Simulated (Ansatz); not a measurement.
The reference is BP in the zinc blende structure (space group F-43m, No. 216; a = 4.4905 Å). Axes: x, y, z lie along the cube axes.

Calculations: LDA, PAW, 420 eV (Ansatz, a first-principles code; no SOC).

One thing is altered: biaxial strain +1.25 %, plane normal [111], relaxed out of plane (Cartesian); in-plane vectors clamped, the third vector and the atoms free.

**Question.** Predict the new out-of-plane strain.

**Answer.** The out-of-plane strain comes out as -0.26 %.

No phonon test of stability was made.
